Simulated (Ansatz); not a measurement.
The reference is Be in the hcp (Mg type) structure (space group P6_3/mmc, No. 194; a = 2.2627 Å, c = 3.5664 Å; relaxed with 0.1 eV smearing). Axes: x lies along a and z along c of the hexagonal cell.

All numbers come from plane-wave PAW DFT at the PBE level (Ansatz, a quantum-chemistry and plane-wave program, 420 eV), spin-orbit coupling left out.

Now apply this change: the cell is scaled by 0.9700 in all directions, atoms relaxed at fixed cell.

Q: Predict the stress tensor and what it implies for the stiffness.

A: Stress of the strained cell less that of the base (GPa, compression positive):
```
   12.5     0.0     0.0
    0.0    12.5     0.0
    0.0     0.0    14.2
```

Then B = −ΔP/(ΔV/V₀) with ΔV/V₀ = -0.0873 gives secant stiffness values (nonlinear terms included at this strain): B (at held cell shape, above the free-shape value) ≈ 150 GPa.

As a check, the harmonic strain energy −½ V₀ Δσ:ε is 29 meV/atom; the computed energy rise is 26 meV/atom.

Stability against distortions was not tested.
